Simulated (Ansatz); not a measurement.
Base system: MoSi2 (space group I4/mmm, No. 139; a = 3.1740 Å, c = 7.7787 Å; relaxed with 0.1 eV smearing). Axes: x, y, z lie along a, b, c of the conventional cell.

Structures relaxed with Kohn–Sham DFT with the LDA functional, run in Ansatz (a program for electronic structure) with PAW and 420 eV plane waves, no SOC.

Base:

Simulated powder pattern, Co Kα, λ = 1.79026 Å (kinematic, ideal powder, no thermal factors, no anomalous dispersion; the 8 strongest lines at most, above 2 %, up to 2θ = 90°):

```
2θ (°)  I/Imax (%)    hkl
------  ----------  -----
26.61           33  (002)
35.47           62  (101)
47.01           71  (110)
52.95          100  (103)
54.84           19  (112)
68.67           23  (200)
75.06          7.5  (202)
79.74           12  (211)
```

After one change:

Simulated powder pattern, Co Kα, λ = 1.79026 Å (kinematic, ideal powder, no thermal factors, no anomalous dispersion; the 8 strongest lines at most, above 2 %, up to 2θ = 90°):

| 2θ (°) | I/Imax (%) |
|---|---|
| 26.89 | 33 |
| 35.52 | 63 |
| 47.01 | 73 |
| 53.29 | 100 |
| 54.99 | 19 |
| 68.67 | 24 |
| 75.19 | 7.6 |
| 79.77 | 12 |

**Question.** What was done to the base?
(A) uniaxial strain ε_zz = +2.00 %
(B) uniaxial strain ε_zz = −1.50 %
(C) uniaxial strain ε_zz = −1.00 %
(D) uniaxial strain ε_zz = +3.00 %

**Answer.** C, uniaxial strain ε_zz = −1.00 %. Its volume per atom is 12.93 Å³ against 13.06 Å³, and its space group is I4/mmm (No. 139).

Whether these cells are dynamically stable was not tested. The final runs are not spin-polarised.
